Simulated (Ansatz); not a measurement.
A self-consistent single point of WSe2 (P3m1, 6 atoms in the cell) with Ansatz (an electronic-structure program).

Method of the run: PBEsol, PAW files made with PBE (plane waves; Ansatz).

```yaml
crystal:
  lattice:
    - [1.64820, -2.85477, 0.00000]
    - [1.64820, 2.85477, 0.00000]
    - [0.00000, 0.00000, 13.02480]
  atoms:
    - { symbol: W, position: [0.33333, 0.66667, 0.25384] }
    - { symbol: W, position: [0.66667, 0.33333, 0.75000] }
    - { symbol: Se, position: [0.33333, 0.66667, 0.87900] }
    - { symbol: Se, position: [0.66667, 0.33333, 0.37900] }
    - { symbol: Se, position: [0.66667, 0.33333, 0.12100] }
    - { symbol: Se, position: [0.33333, 0.66667, 0.62100] }
```

Reference input (self-consistent single point, DFT, PBEsol, plane waves, PAW files made with PBE): basis.ecutwfc = 420 eV; kpoints.mp_grid.grid = 9 9 2; hamiltonian.xc = pbesol; hamiltonian.pseudopotentials = {kind: paw} (the program's default PAW files); scf.occupations.method = fermi_dirac; scf.occupations.width = 0.05 eV. This run's input differs from it in these lines:

Ansatz 0.2 input:
```diff
@@ -15,3 +15,3 @@
 kpoints:
-  mp_grid: { grid: [9, 9, 2] }
+  mp_grid: { grid: [18, 18, 4] }
 hamiltonian:
```

Output (repeated stretches shortened):

```
SCF iter   1: F=—  HF=-42216.669822 eV  |F-HF|=—  |Δ(HF+E_count)|=         —  Δρ=3.64e-2  dr2=5.78e0  ethr=3.10e-3  ⟨swp⟩=6.6  Hψ=27892  notcnv=0  defer=5
all-band conjugate gradients solve this SCF's bands
preconditioner: auto → Resta (q_TF=auto, 2.601 Å⁻¹)
SCF iter   2: F=—  HF=-42215.801850 eV  |F-HF|=—  |Δ(HF+E_count)|=   8.68e-1  Δρ=2.23e-2  dr2=8.19e-1  ethr=3.10e-3  ⟨swp⟩=2.8  Hψ=10915  notcnv=0  defer=293
   [... lines left out ...]
SCF iter   8: F=—  HF=-42215.544702 eV  |F-HF|=—  |Δ(HF+E_count)|=   1.60e-5  Δρ=5.84e-5  dr2=4.98e-6  ethr=1.54e-7  ⟨swp⟩=2.0  Hψ=12888  notcnv=0  defer=291
SCF iter   9: F=—  HF=-42215.544722 eV  |F-HF|=—  |Δ(HF+E_count)|=   2.06e-5  Δρ=3.15e-5  dr2=2.86e-6  ethr=5.41e-9  ⟨swp⟩=2.0  Hψ=13709  notcnv=0  defer=291
SCF iter  10: F=—  HF=-42215.544723 eV  |F-HF|=—  |Δ(HF+E_count)|=   3.41e-7  Δρ=1.62e-5  dr2=7.00e-7  ethr=3.11e-9  ⟨swp⟩=2.0  Hψ=13506  notcnv=0  defer=291
SCF iter  11: F=-42215.544723 eV  HF=-42215.544723 eV  |F-HF|=3.99e-8  |Δ(HF+E_count)|=   1.82e-7  Δρ=6.16e-6  dr2=9.44e-8  ethr=1.09e-10  ⟨swp⟩=9.8  Hψ=33677  notcnv=0
SCF 1 converged in 11 iterations: F = -42215.544723 eV  dr2 = 9.44e-8
Free energy (F): -42215.544723 eV
Internal energy: -42215.544721 eV  (E = F + TS)
E sigma→0 (E₀):  -42215.544722 eV
Entropy (-TS):   -0.000002 eV (-0.000 meV/atom)
Fermi energy:    12.717771 eV
--- Forces (eV/Å), atoms counted from 1 ---
  atom   1  W     -0.00000000     0.00000000    -1.38750100
  atom   2  W      0.00000000    -0.00000000     0.01127614
  atom   3  Se    -0.00000000     0.00000000    -0.28619393
  atom   4  Se     0.00000000    -0.00000000     0.44210782
  atom   5  Se     0.00000000     0.00000000     0.93320291
  atom   6  Se     0.00000000     0.00000000     0.28713239
--- Stress (GPa, compression-positive) ---
       -2.460257       0.000000       0.000000
        0.000000      -2.460257       0.000000
        0.000000      -0.000000      -1.953805
  P = ⅓ Tr σ = -2.2914 GPa (-22.914 kbar)
  The stress holds the Pulay correction. Without it, at fixed plane waves, as pw.x and ABINIT print it: P = -2.3281 GPa
```

The run converged in 11 iterations. Against the reference run the free energy is nearly the same (within 1 meV/atom), the pressure stays at -2.29 GPa, the largest force stays at 1.388 eV/Å and the gap on the mesh goes from 1.015 to 0.918 eV.

The starting cell has typed, rounded lattice constants, without a prior relaxation at this level. Its lattice was rescaled by up to half a per cent. One atom was moved a little off its site on purpose. Spin-orbit coupling is off. Forces in this geometry exceed 1 eV/Å. Ansatz's pressure includes its estimate of the finite-basis (Pulay) stress.

Cost on one core of a shared machine: roughly 50 s.
